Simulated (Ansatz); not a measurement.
The parent structure is La$_{2}$O$_{3}$ (space group P-3m1, No. 164; a = 3.906 Å, c = 6.039 Å).

The change: cell and atoms relaxed at a pressure of 15 GPa.

Levels (all Ansatz, an electronic-structure program, PAW, earlier PAW set): PBEsol (420 eV, no SOC); r2SCAN (500 eV, without spin-orbit coupling); HSE06 (420 eV, no SOC); PBEsol+SOC (600 eV, with spin-orbit coupling).

One geometry, relaxed with PBEsol, under each level:

```tsv
level	band gap	lowest conduction level above the VBM at special points	electron mass	pressure
PBEsol	3.69 eV	K 3.69 eV; M 3.89 eV; Γ 4.21 eV; H 4.35 eV	1.1 mₑ (at K)	15.00 GPa
r2SCAN	4.15 eV	K 4.15 eV; M 4.41 eV; Γ 4.78 eV; H 4.84 eV	–	20.49 GPa
HSE06	5.20 eV	K 5.20 eV; M 5.50 eV; Γ 5.83 eV	–	–
PBEsol+SOC	3.67 eV	K 3.67 eV; M 3.87 eV; Γ 4.18 eV; H 4.33 eV	1.1 mₑ (at K)	–
```

Single points use the geometry relaxed with PBEsol. Their cutoffs differ, which shifts pressures a little. HSE06 gaps are upper bounds (no full band path). Differences between runs with and without spin-orbit coupling are approximate. Load acts through the strain it causes; cell and atoms are relaxed under it. Effective masses come from finite differences of ±0.01 Å⁻¹. Whether these cells are dynamically stable was not tested. No other phases were tried under pressure.
